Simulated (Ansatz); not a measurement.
Consider TiAl (space group P4/mmm, No. 123; a = 2.813 Å, c = 4.062 Å; relaxed with 0.1 eV smearing). Axes: x, y, z lie along a, b, c of the conventional cell.

Calculations: r2SCAN (Ansatz, a program for electronic structure, PAW, spin-orbit coupling left out).

Perturbation: biaxial strain +2.00 %, plane normal [001], relaxed out of plane (Cartesian); in-plane vectors clamped, the third vector and the atoms free.

How does this affect the out-of-plane strain and in-plane stress?

The out-of-plane strain is -2.02 %; the mean in-plane stress (compression positive) amounts to -3.4 GPa.

Whether these cells are dynamically stable was not tested. All final runs are without spin polarisation.
